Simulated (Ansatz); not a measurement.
The parent structure is BN in the zinc blende structure (space group F-43m, No. 216; a = 3.581 Å). Axes: x, y, z lie along the cube axes.

Level of theory: LDA (Ansatz, a program for electronic structure, PAW, without spin-orbit coupling).

Strains are applied to the cell and any free atomic positions relax.

One change was made to it. Results:

| quantity | base | after |
|---|---|---|
| energy relative to the base (free energy F) | 0 meV/atom | +14 meV/atom |
| valence-band top at Γ (three highest levels, from the VBM) | 0.00, 0.00, 0.00 eV | 0.00, -0.15, -0.25 eV |

Which of these changes matches the shifts?
(A) tensor shear ε_xy = +0.57 %
(B) tensor shear ε_xy = +1.43 %
(C) tensor shear ε_xy = +0.86 %
(D) tensor shear ε_xy = +2.00 %
(E) tensor shear ε_xy = +0.29 %

D, tensor shear ε_xy = +2.00 %. For comparison, the energy relative to the base in the other runs: tensor shear ε_xy = +0.29 % gives +0.3 meV/atom; tensor shear ε_xy = +0.57 % gives +1.1 meV/atom; tensor shear ε_xy = +0.86 % gives +2.5 meV/atom; tensor shear ε_xy = +1.43 % gives +7.0 meV/atom.

The levels and masses belong to the bands next to the band gap. No phonon test of stability was made.
